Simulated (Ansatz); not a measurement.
## What pressure 0.3 GPa does to TiBe12

Start from TiBe₁₂ (space group P6/mmm, No. 191; a = 4.212 Å, c = 7.294 Å; a cell from a computed database, its experimental status unchecked).

It is then changed as follows: cell and atoms relaxed at a pressure of 0.3 GPa.

The values are results of PBEsol/PAW in Ansatz (a program for electronic structure), without spin-orbit coupling, not measurements. Settings: 10×10×5 k-points, 0.05 eV Fermi–Dirac smearing.

```csv
quantity,base,changed,shift
volume per atom,8.62 Å³,8.60 Å³,-0.02 Å³
density,2.31 g/cm³,2.32 g/cm³,+0.01 g/cm³
lattice parameter a,7.960 bohr,7.953 bohr,-0.0064 bohr
shortest interatomic distance,3.980 bohr,3.977 bohr,-0.003 bohr
enthalpy H = E + PV relative to the base's energy,–,+0.02 eV/atom,–
band gap,zero,zero,–
```

Final structure:

```
TiBe12
1.0
    4.20880     0.00000     0.00000
   -2.10440     3.64493     0.00000
    0.00000     0.00000     7.28805
Ti Be
1 12
Direct
  0.00000   0.00000   0.00000
  0.66667   0.33333   0.00000
  0.33333   0.66667   0.00000
  0.66667   0.33333   0.50000
  0.33333   0.66667   0.50000
  0.00000   0.00000   0.34652
  0.00000   0.00000   0.65348
  0.00000   0.50000   0.24013
  0.00000   0.50000   0.75987
  0.50000   0.00000   0.24013
  0.50000   0.00000   0.75987
  0.50000   0.50000   0.24013
  0.50000   0.50000   0.75987
```

Load acts through the strain it causes; cell and atoms are relaxed under it. Stability against distortions was not tested. The final runs are not spin-polarised. TiBe12 has a high density of states at the Fermi level and may be magnetic at this level.
